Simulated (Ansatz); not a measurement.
V_Si in 4H silicon carbide: one set of geometries, relaxed with PBE, evaluated in Ansatz (PAW, plane waves to 420 eV, 500 eV under r2SCAN) with PBE, r2SCAN.

Cell and caveats: 96-site cell; 2×2×2 shifted k-points; start: the Si(h) site; charged states image-corrected; corrections pass 1 eV, so highly charged states may be off by several tenths; flagged in the runs: a doubtful potential alignment, a host whose relaxation on this sampling wasn't shown to rest.

```csv
quantity,PBE,r2SCAN
host gap (eV),2.23,2.59
ε(0/−1) above the VBM (eV),0.68,0.89
ε(−1/−2) above the VBM (eV),1.69,2.08
neutral formation energy against silicon (eV),7.62,7.58
largest moment on one atom at charge 0 (μB),0.35,0.41
largest moment on one atom at charge −1 (μB),0.32,0.36
largest moment on one atom at charge −2 (μB),0.24,0.28
```

PBE narrows the gap by 0.36 eV against r2SCAN, the highest level run, and puts the levels 0.30 eV lower above the valence-band maximum on average.

Ansatz is a first-principles code.
